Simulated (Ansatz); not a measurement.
Cost and result by functional for the surface energy of the (311) surface of bcc Na in its 1x1 cell, outermost plane spacing 0.63 Å in the ideal cut, in Ansatz (plane waves, PAW). Single points on the PBE structure, on one kind of machine; costs are rough ratios of the slab run's core time (references not counted) to the cheapest single point. r2SCAN's cost holds its higher cutoff (500 against 420 eV). Differences are taken against r2SCAN for comparison alone: no measured value is at hand, so the table doesn't rank accuracy.

Set-up: 17 atoms, 10.1 Å thick at the start (thin: gaps and levels are the slab's own); mesh 7x4x1; 0.1 eV smearing; dipole correction on; all atoms relaxed; held to the part of the start's symmetry that mesh and held atoms allow; no spin, no spin-orbit, no U. These notes are the PBE run's.

| functional | relative cost | surface energy (J/m²) | less r2SCAN (J/m²) |
|---|---|---|---|
| LDA | 1 | 0.28 | 0.01 |
| PBEsol | 1 | 0.26 | 0.00 |
| RPBE | 1 | 0.21 | -0.05 |
| r2SCAN | 2 | 0.27 | 0.00 |
| PBE (the relaxed run's value) | – | 0.24 | -0.03 |

The values span 0.06 J/m², while the single points' costs differ by a factor of roughly 2. Differences are of unrounded values.

Ansatz is a quantum-chemistry and plane-wave program.
